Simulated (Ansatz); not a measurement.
For Mg (model structure, started from the omega type, P6/mmm, No. 191, 3 atoms in the cell), LDA (Ansatz, a program for electronic structure, plane waves, PAW) gives:

- lattice parameter a = 5.003 Å
- lattice parameter c = 3.032 Å
- bulk modulus B0 = 37.5 GPa
- cohesive energy = 1.71 eV/atom

Question: What does r²SCAN (Ansatz, PAW) give for the same quantities?

Answer: 
- lattice constant a: 5.071 Å (grows by 1.4 %)
- lattice parameter c: 3.076 Å (rises by 1.5 %)
- bulk modulus: 37.7 GPa (is nearly the same)
- cohesive energy: 1.65 eV/atom (decreases by 0.06 eV/atom)

Changes are worked out from the printed values.

Unless a cell is named, each level is at its own relaxed cell (LDA 21.91, r²SCAN 22.83 Å³/atom).

Caveats: the bulk modulus is −V dP/dV from two relaxed cells at ±2 % in volume (LDA, r²SCAN). Ansatz's density-functional and Hartree–Fock values are scalar-relativistic unless marked +SOC, with PAW data made under PBE.

A model structure was made by putting elements into a prototype or built by hand; it is no filed structure, need not be a known phase, and can be a saddle point held by its symmetry.
